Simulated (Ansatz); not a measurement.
## Co₂C (Pnnm, No. 58, 6 atoms in the cell; start mp-22488)

The numbers are results of LDA in Ansatz (PAW), not measurements.

Run with plane-wave cutoff 520 eV, 14×12×20 k mesh (along the axes of the cell as run), Fermi–Dirac smearing 0.05 eV, no spin polarisation, scalar-relativistic PAW data made under PBE.

Cell (relaxed at this level):

Co$_{2}$C is modelled in the orthorhombic space group Pnnm (No. 58), Pearson symbol oP6. Cell: a = 4.255 Å, b = 4.279 Å, c = 2.819 Å, α = β = γ = 90.00°. Co on 4g sees 3 C at 1.861 Å and 6 Co at 2.435–2.552 Å. C on 2a is coordinated by 6 Co at 1.861 Å (octahedral). (Neighbours: up to the widest gap in distance over summed covalent radii, below 1.35, at either atom; cation-cation and far metal-metal contacts left out.)

```
Property          Result
---------------  -------
bulk modulus B0  311 GPa
```

Note: the run has no spin polarisation, so it can have missed a magnetic state; the bulk modulus is −V dP/dV from two relaxed cells at ±2 % in volume; the relaxation could not lower the start's symmetry, so the cell can be a saddle point above a distorted one.

The computed numbers hold no vibrational or temperature effects.

A start named mp-… is a Materials Project structure, which need not be a measured phase.

Ansatz is a first-principles code.
